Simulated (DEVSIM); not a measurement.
Device: CdS/CdTe n-p heterojunction, at 300 K.

```
layer (left to right)  material  thickness (μm)  Nd (cm⁻³)  Na (cm⁻³)  τn (s)  τp (s)
---------------------  --------  --------------  ---------  ---------  ------  ------
1                           CdS            1.60     3.5e17          -    2e-9    2e-9
2                          CdTe           0.460          -     1.7e16    2e-9    2e-9
```

Left contact: ohmic. Right contact: ohmic. Voltage is applied to the left contact. Recombination: SRH at mid-gap. Mobility is constant in doping.

This is a model device: material constants are rounded textbook-type values typed into the input, and sizes, dopings and lifetimes were drawn at random. Values at 300 K.

```tsv
parameter	CdS	CdTe
gap (eV)	2.4	1.5
affinity (eV)	4.3	4.28
permittivity	9	10.2
Nc (cm⁻³)	2.2e18	8e17
Nv (cm⁻³)	1.8e19	1.8e19
μn (cm²/Vs)	300	1000
μp (cm²/Vs)	25	80
```

Simulated with DEVSIM: 1D drift-diffusion, Boltzmann statistics, complete ionisation; no tunnelling, impact ionisation, image-force lowering or self-heating. Band offsets follow the typed affinities; no thermionic-emission limit at abrupt steps, no polarisation charge.

Q: Give the small-signal capacitance in reverse bias (quasi-static).

A: 
| V (V) | C (nF/cm²) |
|---|---|
| 0.2 | 28.8 |
| 0.5 | 26.2 |
| 1 | 23.0 |
| 1.5 | 20.8 |
| 2 | 19.5 |
| 3 | 18.6 |
| 4 | 18.4 |
| 5 | 18.2 |
| 6.5 | 18.0 |
| 8 | 17.8 |
| 10 | 17.6 |
